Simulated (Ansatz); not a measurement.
# Nb2BS: response to strain

Take Nb$_{2}$BS (space group P6_3/mmc, No. 194; a cell from a computed database, its experimental status unchecked) as the base.

```
CELL_PARAMETERS angstrom
      3.36150     0.00000     0.00000
     -1.68075     2.91114     0.00000
      0.00000     0.00000    11.62828
ATOMIC_POSITIONS crystal
  Nb 0.33333 0.66667 0.10100
  Nb 0.66667 0.33333 0.89900
  Nb 0.66667 0.33333 0.60100
  Nb 0.33333 0.66667 0.39900
  B  0.00000 0.00000 0.00000
  B  0.00000 0.00000 0.50000
  S  0.33333 0.66667 0.75000
  S  0.66667 0.33333 0.25000
```

Cartesian axes are those of the cell as printed.

Strains are applied to the cell and any free atomic positions relax; under biaxial strain the out-of-plane vector relaxes too.

All numbers come from Ansatz (a quantum-chemistry and plane-wave program), PBE, PAW, cutoff 420 eV, spin-orbit coupling left out.

Notes on the quantities. pressure: mean of the normal stresses, compression positive.

```csv
change,volume per atom,pressure
base,14.22 Å³,0.0 GPa
"biaxial strain −1.00 %, plane normal [001], relaxed out of plane",?,?
isotropic strain +3.10 %,15.59 Å³,-13.7 GPa
uniaxial strain ε_zz = +0.37 %,14.28 Å³,?
```

### Question
Fill in the withheld entries from the trend.

### Answer

- biaxial strain −1.00 %, plane normal [001], relaxed out of plane, volume per atom: 14.06 Å³
- biaxial strain −1.00 %, plane normal [001], relaxed out of plane, pressure: 2.1 GPa
- uniaxial strain ε_zz = +0.37 %, pressure: -0.7 GPa

Without a gap, meshes like the base's 16×16×4 leave anisotropic stresses uncertain by several tenths of a GPa, and small strain energies with them. Whether these cells are dynamically stable was not tested. The final runs are not spin-polarised.
